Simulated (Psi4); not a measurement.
Psi4 1.11, PBE/def2-svp: Ga(NHiPr)(OH)2 (CC(C)[NH][Ga]([OH])[OH]), 17 atoms. The geometry is a generated start, not checked to be a minimum at this level.

task: energy
method: pbe
basis: def2-svp
memory: 3 GB
maxiter: 100
keys of the molecule block: symmetry c1
scf_type: df (default)
e_convergence: 1e-06 (default)
d_convergence: 1e-06 (default)
dft_radial_points: 75 (default)
dft_spherical_points: 302 (default)
basis functions: 166
grid points: 361449

```xyz
17

Ga    -0.4398     0.4104     1.9004
N     -0.0204    -0.7294     0.4745
C     -0.1856    -0.2424    -0.8969
C      0.7249     0.9622    -1.0863
C      0.1864    -1.3699    -1.8601
H     -0.4881    -1.6277     0.5787
H     -1.2235     0.0646    -1.1017
H      0.5970     1.3873    -2.0782
H      0.4741     1.7194    -0.3407
H      1.7623     0.6666    -0.9506
H      0.1246    -1.0161    -2.8860
H      1.2022    -1.7039    -1.6619
H     -0.4876    -2.2163    -1.7443
O     -1.2155     1.9700     1.7210
H     -1.4364     2.4332     2.5292
O     -0.0370     0.0279     3.5616
H      0.4622    -0.7361     3.8414
```

With the defaults (diis = true, scf_initial_accelerator = adiis, damping_percentage = 0, guess = auto, which took SAD, soscf = false, diis_max_vecs = 10, level_shift = 0, level_shift_cutoff = 0.01) it converges in 12 SCF iterations. One run each on 2 threads, with these changes:
- guess = sadno
- soscf = true
- guess = core
- guess = sap
- diis = false, scf_initial_accelerator = none, damping_percentage = 60
- diis_max_vecs = 6
- guess = modhuckel
- level_shift = 0.1, level_shift_cutoff = 0.001
- diis_max_vecs = 20

Question: Name the settings that don't reach the solution of the defaults.

Answer: No convergence: diis = false, scf_initial_accelerator = none, damping_percentage = 60 (the run ends without SCF convergence in 100 iterations). The rest reach the solution of the defaults.

```csv
setting,SCF iterations,JK calls,end
soscf = true,9,35,same solution
the defaults,12,13,same solution
diis_max_vecs = 6,12,13,same solution
diis_max_vecs = 20,12,13,same solution
"level_shift = 0.1, level_shift_cutoff = 0.001",12,13,same solution
guess = sadno,13,13,same solution
guess = modhuckel,13,43,same solution
guess = sap,15,15,same solution
guess = core,17,17,same solution
"diis = false, scf_initial_accelerator = none, damping_percentage = 60",100,101,no convergence
```

An SOSCF iteration holds several JK calls; a Hückel guess adds calls on atoms. 1 further run of the study ended by our limits or in an error and is left out.
